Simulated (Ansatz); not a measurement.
Cubic perovskite BaHfO3 was calculated with PBE-D3(BJ) in Ansatz (PAW).

Run with plane-wave cutoff 520 eV, 8×8×8 k mesh, Fermi–Dirac smearing 0.01 eV, scalar-relativistic PAW data made under PBE.

Equation-of-state points:

| V (Å³/atom) | E − E_lowest (meV/atom) | P (GPa) |
|---|---|---|
| 13.765 | 29.64 | 11.43 |
| 14.058 | 12.69 | 7.20 |
| 14.351 | 3.06 | 3.41 |
| 14.644 | 0.00 | 0.00 |
| 14.937 | 2.84 | -3.05 |
| 15.230 | 10.98 | -5.80 |
| 15.523 | 23.86 | -8.26 |

Question: Estimate the bulk modulus from the pressures at 14.351 and 14.937 Å³/atom, and compare it with a fit to all energies.

Answer: B = −V dP/dV. Between V = 14.351 and 14.937 Å³/atom, dP/dV = (-3.05 − (3.41))/(14.937 − 14.351) = -11.0 GPa per Å³/atom; at the midpoint 14.644 Å³/atom this gives B ≈ 161 GPa. The third-order Birch–Murnaghan fit gives V0 = 14.644 Å³/atom, B0 = 161 GPa, B′ = 4.4, which lies within 1 % of that estimate.

Measured, for comparison: equilibrium volume per atom 14.51 Å³/atom (room temperature, no zero-point or thermal correction; as tabulated in Zhao et al. (2008), arXiv:0809.3506). Computed (rounded) less measured: equilibrium volume per atom +0.9 %.

Spin–orbit coupling is not included.

Ansatz is a first-principles code.
